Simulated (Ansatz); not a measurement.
Cell A: C (diamond, Fd-3m), 2 atoms in the cell, k-point mesh 16×16×16 on the run's own vectors.
```xyz
2
Lattice="0.0000 1.7858 1.7858 1.7858 0.0000 1.7858 1.7858 1.7858 0.0000" Properties=species:S:1:pos:R:3 pbc="T T T"
C      0.8929     0.8929     0.8929
C      0.0000     0.0000     0.0000
```

Cell B: SiC (3C, zinc blende, F-43m), 2 atoms in the cell, k-point mesh 14×14×14 on the run's own vectors.
Space group F-43m (No. 216); a = 4.380 Å, b = 4.380 Å, c = 4.380 Å, α = 90.00°, β = 90.00°, γ = 90.00°

```
atom  site  symmetry       x       y       z
----  ----  --------  ------  ------  ------
Si      4c      -43m  0.2500  0.2500  0.2500
C       4a      -43m  0.0000  0.0000  0.0000
```
(The calculation used a cell of 2 atoms; values per cell refer to that cell.)

Cell C: Si (diamond, Fd-3m), 2 atoms in the cell, k-point mesh 10×10×10 on the run's own vectors.
```xyz
2
Lattice="0.0000 2.7350 2.7350 2.7350 0.0000 2.7350 2.7350 2.7350 0.0000" Properties=species:S:1:pos:R:3 pbc="T T T"
Si     4.1025     4.1025     4.1025
Si     2.7350     2.7350     2.7350
```

Computed with Ansatz (plane waves, PAW), its default PAW set, cutoff 500 eV. The structures are at rest with PBE; other levels are single points on them. Neutral cells; Fermi-Dirac smearing of at most 0.05 eV in the solids, energies taken to zero width. The lattices are those relaxed with PBE, so at other levels the solids can be strained. A dispersion term ran beside these levels; it doesn't touch the electrons. Gaps are highest filled to lowest empty Kohn-Sham level on the run's k-point mesh, states of defects and surfaces included; edges off the mesh make the true gap smaller, and under 0.08 eV counts as none.

Q: Put the candidates in order of band gap (eV), lowest first, for r2SCAN.

A: C (0.80 (indirect)), B (1.72 (indirect)), A (4.34 (indirect))

Ansatz is a program for electronic structure.
